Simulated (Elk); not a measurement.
**Elk run on Al3Cu (P4/mmm, 4 atoms in the cell): self-consistent single point**

Computed with LDA (PW92), all-electron FP-LAPW, Elk's shipped species files, APW+lo basis with extra local orbitals (Elk).

The input file:

```
tasks
  0

xctype
  3

rgkmax
  8.0

gmaxvr
  16.0

nxlo
  2

lorbcnd
  .true.

lmaxi
  2

stype
  3

swidth
  0.00367493

avec
    5.2892867310    0.0000000000    0.0000000000
    0.0000000000    5.2892867310    0.0000000000
    0.0000000000    0.0000000000   14.3033351476

atoms
  2   : nspecies
  'Al.in'   : spfname
  3   : natoms; atposl, bfcmt below
  0.0000000000  0.0000000000  0.5000000000    0.0 0.0 0.0
  0.5000000000  0.5000000000  0.2261200000    0.0 0.0 0.0
  0.5000000000  0.5000000000  0.7738800000    0.0 0.0 0.0
  'Cu.in'   : spfname
  1   : natoms; atposl, bfcmt below
  0.0000000000  0.0000000000  0.0000000000    0.0 0.0 0.0

ngridk
  15 15 6
```

Log, with long lists cut:

```
│ Elk code version 10.2.4 │

All units are atomic (Hartree, Bohr, etc.)

│ Ground-state run starting from atomic densities │

Lattice vectors :
   5.289286731       0.000000000       0.000000000
   0.000000000       5.289286731       0.000000000
   0.000000000       0.000000000       14.30333515

Unit cell volume      :    400.1580299
Brillouin zone volume :   0.6198806344

Muffin-tin inner radius fraction :   0.1000000000E-01

Nuclei treated as point charges

Species :    1 (Al)
 parameters loaded from : Al.in
 name : aluminium
 nuclear charge    :   -13.00000000
 electronic charge :    13.00000000
 atomic mass :    49184.33492
 muffin-tin radius :    2.200000000
 number of radial points in muffin-tin :    397
 atomic positions (lattice), magnetic fields (Cartesian) :
   1 :   0.00000000  0.00000000  0.50000000    0.00000000  0.00000000  0.00000000
   2 :   0.50000000  0.50000000  0.22612000    0.00000000  0.00000000  0.00000000
   3 :   0.50000000  0.50000000 -0.22612000    0.00000000  0.00000000  0.00000000

Species :    2 (Cu)
 parameters loaded from : Cu.in
 name : copper
 nuclear charge    :   -29.00000000
 electronic charge :    29.00000000
 atomic mass :    115837.2717
 muffin-tin radius :    2.400000000
 number of radial points in muffin-tin :    497
 atomic positions (lattice), magnetic fields (Cartesian) :
   1 :   0.00000000  0.00000000  0.00000000    0.00000000  0.00000000  0.00000000

Total number of atoms per unit cell :    4

Spin treatment :
 spin-unpolarised

Number of Bravais lattice symmetries :   16
Number of crystal symmetries         :   16
Crystal has inversion symmetry
Real symmetric eigensolver will be used

k-point grid :     15    15     6
k-point offset :    0.000000000       0.000000000       0.000000000
k-point set is reduced with full crystal symmetry group
Total number of k-points :      144

Muffin-tin radius times maximum |G+k| :    8.000000000
 using average radius
   [... lines left out ...]
 potential will be trimmed for |G| > 2 gkmax
Constant for pseudocharge density :   10
Radial integration step length :    4

G-vector grid sizes :     27    27    75
Number of G-vectors :    27753

Maximum angular momentum used for
 APW functions                      :    8
 outer part of muffin-tin           :    6
 inner part of muffin-tin           :    2

Total nuclear charge    :   -68.00000000
Total core charge       :    24.00000000
Total valence charge    :    44.00000000
Total excess charge     :    0.000000000
Total electronic charge :    68.00000000

Effective Wigner radius, rₛ :    1.119982761

Number of empty states         :   16
Total number of valence states :   38
Total number of core states    :   24

Conduction state local-orbitals added automatically
Total number of local-orbitals :  286

Exchange-correlation functional :      3     0     0
 Perdew-Wang/Ceperley-Alder, Phys. Rev. B 45, 13244 (1992)
 gradient requirement :    0
 local density approximation (LDA)

Smearing type :    3
 Fermi-Dirac
Smearing width :   0.3674930000E-02
Effective electronic temperature (K) :    1160.451112

Mixing type :    3
 Broyden mixing, J. Phys. A: Math. Gen. 17, L317 (1984)

Kohn-Sham potential initialised from atomic data
│ Self-consistent loop started │
│ Loop number : 1 │
 total energy                :     -2338.00564643
│ Loop number : 2 │
 total energy                :     -2344.82336224
RMS change in Kohn-Sham potential (target) :   0.6957363144     (  0.1000000000E-05)
Absolute change in total energy (target)   :    6.817715812     (  0.1000000000E-03)
│ Loop number : 3 │
 total energy                :     -2361.75314341
RMS change in Kohn-Sham potential (target) :   0.3544275505     (  0.1000000000E-05)
Absolute change in total energy (target)   :    18.63421012     (  0.1000000000E-03)
│ Loop number : 4 │
 total energy                :     -2374.45262780
RMS change in Kohn-Sham potential (target) :   0.9222964282E-01 (  0.1000000000E-05)
Absolute change in total energy (target)   :    17.35803693     (  0.1000000000E-03)
│ Loop number : 5 │
 total energy                :     -2378.19934603
RMS change in Kohn-Sham potential (target) :   0.2255425360E-01 (  0.1000000000E-05)
Absolute change in total energy (target)   :    8.086227457     (  0.1000000000E-03)
   [... lines left out ...]
Absolute change in total energy (target)   :   0.6720662910E-02 (  0.1000000000E-03)
│ Loop number : 15 │
 total energy                :     -2378.25728307
RMS change in Kohn-Sham potential (target) :   0.4587389369E-05 (  0.1000000000E-05)
Absolute change in total energy (target)   :   0.2795854485E-02 (  0.1000000000E-03)
│ Loop number : 16 │
 total energy                :     -2378.25730129
RMS change in Kohn-Sham potential (target) :   0.4415109918E-05 (  0.1000000000E-05)
Absolute change in total energy (target)   :   0.7171771917E-03 (  0.1000000000E-03)
│ Loop number : 17 │
 total energy                :     -2378.25716027
RMS change in Kohn-Sham potential (target) :   0.1022452197E-05 (  0.1000000000E-05)
Absolute change in total energy (target)   :   0.3828057652E-04 (  0.1000000000E-03)
│ Loop number : 18 │
 total energy                :     -2378.25712477
RMS change in Kohn-Sham potential (target) :   0.3742522465E-06 (  0.1000000000E-05)
Absolute change in total energy (target)   :   0.2593592853E-04 (  0.1000000000E-03)
Convergence targets achieved

│ Loop number : 19 │

Energies :
 Fermi                       :     0.277310535646
 sum of eigenvalues          :     -1332.67523749
 electron kinetic            :      2406.32203716
 core electron kinetic       :      2033.75626210
 Coulomb                     :     -4666.43027813
 Coulomb potential           :     -3582.73705674
 nuclear-nuclear             :     -280.166237124
 electron-nuclear            :     -5189.79102526
 Hartree                     :      803.526984260
 Madelung                    :     -2875.06174976
 xc potential                :     -156.260217903
 exchange                    :     -112.612071202
 correlation                 :     -5.53523065939
 electron entropic           :    -0.156164777317E-02
 total energy                :     -2378.25710448

Density of states at Fermi energy :    35.32301483
 (states/Hartree/unit cell)

Estimated indirect band gap :   0.1062840332E-02
 from k-point    105 to k-point    131
Estimated direct band gap   :   0.9215453804E-02
 at k-point    140

Charges :
 core                        :    24.00000000
 valence                     :    44.00000000
 interstitial                :    5.889161660
 muffin-tins (core leakage)
  species :    1 (Al)
   atom    1                 :    11.24228507     (  0.4991927314E-03)
   atom    2                 :    11.25394881     (  0.5000392480E-03)
   atom    3                 :    11.25394881     (  0.5000392480E-03)
  species :    2 (Cu)
   atom    1                 :    28.36065564     (  0.1664542458E-03)
 total in muffin-tins        :    62.11083834
 total calculated charge     :    67.96416159
 total charge                :    68.00000000
 error                       :   0.3583841262E-01

│ Self-consistent loop stopped │
```

The run converged in 19 iterations. The count includes the last loop, which Elk runs after its targets are met.

The starting cell comes from a database of computed structures (which also holds hypothetical and non-ambient phases and stackings), without a prior relaxation at this level. Its lattice was rescaled by a random factor within 2.5 % of one. Spin polarisation is off. Values depend on the basis (sphere radii, cutoffs, local orbitals), which need not be converged. The log's line on a gap gives a spacing of levels on this mesh, which the program prints for metals too.

Cost on one core of a shared machine: roughly 4 min.
